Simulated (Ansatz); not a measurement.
Start from WC (space group P-6m2, No. 187; a = 2.913 Å, c = 2.835 Å; relaxed with 0.1 eV smearing).

Calculations: r2SCAN (Ansatz, a program for electronic structure), without spin-orbit coupling.

Base values:

* **Pressure**: 0.0 GPa
* **Band gap**: zero

One thing is altered: every lattice vector is shortened by 0.52 %, atoms relaxed at fixed cell.

Task: Estimate the effect on the pressure, energy relative to the base and band gap.

Result: The pressure (mean of the normal stresses, compression positive) goes from zero to 6.5 GPa; the energy increases by 3.3 meV/atom; the band gap stays zero.

The cells carry an imposed strain or load. Stability against distortions was not tested. All final runs are without spin polarisation.
